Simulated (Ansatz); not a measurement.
The parent structure is SiC in the zinc blende structure (space group F-43m, No. 216; a = 4.356 Å). Axes: x, y, z lie along the cube axes.

All numbers come from Kohn–Sham DFT with the r2SCAN functional, run in Ansatz (a program for electronic structure) with PAW and 500 eV plane waves, spin-orbit coupling left out.

For the base:

- Smallest direct gap = 5.05 eV
- Valley order = X along ⟨100⟩ 1.71 eV
- Shortest interatomic distance = 1.886 Å

Modification: tensor shear ε_xy = +0.29 % (engineering shear γ = 0.0058); the atoms relax in the strained cell.

Task: What does the calculation give for the stress, smallest direct gap, valley order and shortest interatomic distance after the change?

Result: The stress (xx, yy, zz, yz, xz, xy; compression positive) is (0.01, 0.01, 0.00, 0.00, 0.00, -1.51) GPa; the smallest direct gap falls by 0.054 eV to 4.99 eV; the valley order (the lowest conduction-band minima on the path, energy above the VBM, named in the base's zone) changes from X along ⟨100⟩ 1.71 eV to X along [001] 1.68 eV; X along [010] 1.68 eV; the shortest interatomic distance drops by 0.002 Å, from 1.886 Å to 1.884 Å.

Stability against distortions was not tested.
